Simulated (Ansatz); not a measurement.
The starting structures come from a database of crystals and need not be the phases stable at ambient conditions.

 Where the default PAW files enter, the runs use the earlier of Ansatz's two default sets.

The decay constant κ of evanescent states in the gap governs leakage through a thin film.

Consider the following.

```
SrAs2O6
1.0
    4.87850     0.00000     0.00000
    0.00000     5.45107     0.00000
    2.43925     0.00000     4.22490
Sr As O
1 2 6
Direct
  0.00000   0.00000   0.00000
  0.33333   0.50000   0.33333
  0.66667   0.50000   0.66667
  0.38355   0.30940   0.00000
  0.61645   0.69060   0.00000
  0.61645   0.30940   0.38355
  0.38355   0.69060   0.61645
  0.00000   0.30940   0.61645
  0.00000   0.69060   0.38355
```

Space group of this cell: P-31m. The cell is taken as given.

Transport runs along the normal of the first two printed cell vectors, the (100) plane of the conventional cell.

The gap is the functional's own, uncorrected, and κ follows it; spin-orbit coupling is left out. Mid-gap values are interpolated between the computed energies.

### Question
Predict the band gap and the smallest decay constant κ at mid-gap from Ansatz (a program for electronic structure) with r2SCAN.

### Answer
Gap 4.36 eV on a 8×6×8 mesh; κ = 0.330 1/Å, at the zone centre.
